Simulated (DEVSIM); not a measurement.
Device: Ni/SiO2/p-Si capacitor, at 300 K.

```
layer (left to right)  material  thickness (nm)  Na (cm⁻³)
---------------------  --------  --------------  ---------
1                          SiO2            22.0          -
2                            Si            1200     2.3e17
```

Metal gate on the left, work function 5.1 eV. Fixed charge at the semiconductor interface 2.3e12 cm⁻² (in units of +e); interface traps 1.6e12 cm⁻² eV⁻¹, uniform in energy, neutral level at 0.7 of the gap above the valence band.

The device is made up for the run: typed textbook-type constants, with dimensions and the other settings drawn at random. Values at 300 K.

| parameter | SiO2 | Si |
|---|---|---|
| gap (eV) | 9 | 1.124 |
| affinity (eV) | 0.9 | 4.05 |
| permittivity | 3.9 | 11.7 |
| Nc (cm⁻³) | - | 2.86e19 |
| Nv (cm⁻³) | - | 3.1e19 |

DEVSIM, 1D Poisson equation in equilibrium, Boltzmann statistics, complete ionisation; no quantum confinement or tunnelling. Metal contacts follow the ideal Schottky-Mott rule: no Fermi-level pinning, no interface dipoles.

Base results: minimum of the low-frequency capacitance (μF/cm²) 0.114; flat-band voltage (V) -3.37; capacitance of the dielectric stack (μF/cm²) 0.157.

Q: What follows from this one change: fixed charge 2.3e+12 → 1.595e+12 cm^-2?

A: minimum of the low-frequency capacitance little changed (0.114 μF/cm²); flat-band voltage -3.37 → -2.65 V; capacitance of the dielectric stack little changed (0.157 μF/cm²).

Q: What follows from this one change: gate work function 5.1 → 5.25 eV?

A: minimum of the low-frequency capacitance little changed (0.115 μF/cm²); flat-band voltage -3.37 → -3.22 V; capacitance of the dielectric stack little changed (0.157 μF/cm²).

Q: What follows from this one change: substrate doping 2.3e+17 → 4.6e+16 cm^-3?

A: minimum of the low-frequency capacitance 0.114 → 0.107 μF/cm²; flat-band voltage -3.37 → -3.26 V; capacitance of the dielectric stack little changed (0.157 μF/cm²).

Q: What follows from this one change: interface trap density 1.6e+12 → 0 cm^-2 eV^-1?

A: minimum of the low-frequency capacitance 0.114 → 0.0800 μF/cm²; flat-band voltage -3.37 → -2.29 V; capacitance of the dielectric stack little changed (0.157 μF/cm²).

Q: What follows from this one change: SiO2 thickness 0.022 → 0.019 μm?

A: minimum of the low-frequency capacitance 0.114 → 0.127 μF/cm²; flat-band voltage -3.37 → -2.90 V; capacitance of the dielectric stack 0.157 → 0.182 μF/cm².
